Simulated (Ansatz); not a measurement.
Functionals compared on a constructed model of the (0001) surface of hcp Zr, a pseudomorphic layer of In in the host's stacking (bottom of the slab: a bare face, its two planes held), in Ansatz (plane waves, PAW). The structure was relaxed with PBE; the other rows are single points on it. Cutoff 420 eV (500 eV for r2SCAN).

Set-up: 7 atoms, 15.6 Å thick at the start; mesh 13x13x1; 0.1 eV smearing; dipole correction on; 2 atoms held, the rest relaxed; held to the start's symmetry, so lower structures may exist; no spin, no spin-orbit, no U. It is one candidate, not shown to be the stable structure of the face. These notes are the PBE run's.

```tsv
functional	work function of the top face (eV)	rough cost of the single point
PBE	4.36	–
RPBE	4.23	roughly 26 core-seconds
r2SCAN	?	very roughly 60 core-seconds
```

Task: Complete the blanks.

Result: 
- r2SCAN, work function of the top face (eV): 4.46

Ansatz is a quantum-chemistry and plane-wave program.
